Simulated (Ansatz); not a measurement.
Pressure series in CaF2

Base system: CaF$_{2}$ in the fluorite structure (space group Fm-3m, No. 225; a = 5.511 Å).

Cell and atoms are relaxed at each pressure.

Method: plane-wave PAW DFT at the PBE level (Ansatz, a program for electronic structure, 420 eV), no spin-orbit coupling.

Candidates:
(a) pressure 0.7 GPa
(b) pressure 3 GPa
(c) pressure 0.3 GPa
(d) pressure 5 GPa

Base values:

* **Band gap**: 7.14 eV

Task: Order them by band gap, highest first.

Result: (d) pressure 5 GPa (7.48 eV), (b) pressure 3 GPa (7.35 eV), (a) pressure 0.7 GPa (7.19 eV), (c) pressure 0.3 GPa (7.16 eV)

Load acts through the strain it causes; cell and atoms are relaxed under it. Whether these cells are dynamically stable was not tested. Competing high-pressure phases were not computed.
